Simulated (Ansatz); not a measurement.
Relaxation of the outer planes of the (111) surface of rock-salt HfN in its 1x1 cell (cut with top plane Hf, bottom plane Hf), outermost plane spacing 1.31 Å in the ideal cut (one of several cuts of this face), with 1 Hf a cell over the bulk's ratio.

All values below come from PBE (plane waves to 420 eV, PAW; Ansatz, an electronic-structure program).

Slab: 9 atoms, Hf5N4, 10.5 Å thick at the start; k 13x13x1, smearing 0.1 eV, dipole-corrected; all atoms relaxed; symmetry of the start imposed; no spin, no spin-orbit, no U.

| plane | atoms | bulk spacing to the next (Å) | relaxed spacing (Å) | change (%) | rumpling (Å) |
|---|---|---|---|---|---|
| 1 | Hf | 1.313 | 1.301 | -0.9 | 0.00 |
| 2 | N | 1.313 | 1.264 | -3.7 | 0.00 |
